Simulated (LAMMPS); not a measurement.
Molecular dynamics of a melt made from Al (fcc), 2048 atoms, at 1210 K and 0 GPa, brought to that temperature within a few picoseconds.

Method: classical MD, pair style eam/alloy, file Al_zhou.eam.alloy, run in LAMMPS.

```json
{
 "state_found": "liquid",
 "density": "2.2697 ± 0.0002 g/cm³",
 "volume_per_atom": "19.741 ± 0.002 Å³/atom",
 "enthalpy_per_atom": "-3.1672 ± 0.0003 eV/atom",
 "first peak of g(r)": "2.77 Å, height 2.2",
 "coordination_number": "12.9 (counted to 3.98 Å)",
 "most common Al-Al-Al angle": "at the 3° bin centred on 52.5°, after smoothing over three bins (mean of all 96°)",
 "self-diffusion coefficient of Al (not corrected for cell size)": "(1.58 ± 0.04) × 10^-4 cm²/s",
 "mean frequency of the vibrational (phonon) density of states": "4.0 THz",
 "cost": "roughly 30 core-minutes"
}
```

Potential: file Al_zhou.eam.alloy of the LAMMPS distribution; its header cites Zhou et al, Acta Mater, 49, 4005 (2001).

States go by the mean squared displacement: a species diffuses where it passes 1.5 Å², still rises and gives D over 1e-6 cm²/s; a crystal has left its structure where atoms lie 0.35 Å off their sites on average or a cubic box changes its shape by 3 %, or the axial ratios of another lie 8 % off the starting cell's, which the potential's own relaxation can also do.

Errors of D are the spread over four groups of atoms in one short run; a floor of about 5 %, a picked value, is safer.

The ± values are statistical; the model's systematic error is not in them.

| t (ps) | MSD (Å²) |
|---|---|
| 0.1000 | 0.644 |
| 0.2000 | 1.41 |
| 0.3000 | 2.21 |
| 0.4000 | 3.04 |
| 0.5000 | 3.88 |
| 0.6000 | 4.73 |
| 0.7000 | 5.58 |
| 0.8000 | 6.45 |
| 0.9000 | 7.32 |
| 1.100 | 9.10 |
| 1.300 | 10.9 |
| 1.500 | 12.6 |
| 1.700 | 14.4 |
| 2.000 | 17.2 |
| 2.300 | 19.9 |
| 2.700 | 23.5 |
| 3.200 | 28.0 |
| 3.700 | 32.5 |
| 4.300 | 38.0 |
| 5.000 | 44.3 |
| 5.800 | 51.5 |
| 6.800 | 60.5 |
| 7.900 | 70.4 |
| 9.200 | 82.0 |
| 10.70 | 95.5 |
| 12.50 | 112 |
| 14.50 | 131 |
| 16.90 | 153 |
| 19.60 | 178 |
| 22.80 | 208 |
| 26.60 | 245 |
| 30.90 | 286 |
| 36.00 | 335 |

```
q (1/Å)  number structure factor
-------  -----------------------
0.6800                     0.035
0.8800                     0.043
1.080                      0.055
1.280                      0.072
1.480                      0.108
1.680                      0.177
1.880                      0.325
2.080                      0.641
2.280                       1.13
2.480                       1.58
2.680                       1.73
2.880                       1.53
3.080                       1.20
3.280                      0.929
3.480                      0.785
3.680                      0.734
3.880                      0.750
4.080                      0.818
4.280                      0.914
4.480                       1.01
4.680                       1.09
4.880                       1.13
5.080                       1.13
5.280                       1.10
5.480                       1.05
5.680                      0.996
5.880                      0.952
6.080                      0.931
6.280                      0.931
6.480                      0.949
6.680                      0.976
6.880                       1.00
7.080                       1.02
7.280                       1.03
7.480                       1.03
7.680                       1.03
7.880                       1.02
8.080                       1.00
8.280                      0.992
8.480                      0.984
8.680                      0.982
8.880                      0.984
9.080                      0.990
9.280                      0.996
9.480                       1.00
9.680                       1.01
9.880                       1.01
10.08                       1.01
10.28                       1.01
10.48                       1.00
10.68                       1.00
10.88                      0.998
11.08                      0.996
11.28                      0.996
11.48                      0.996
11.68                      0.998
11.88                       1.00
```
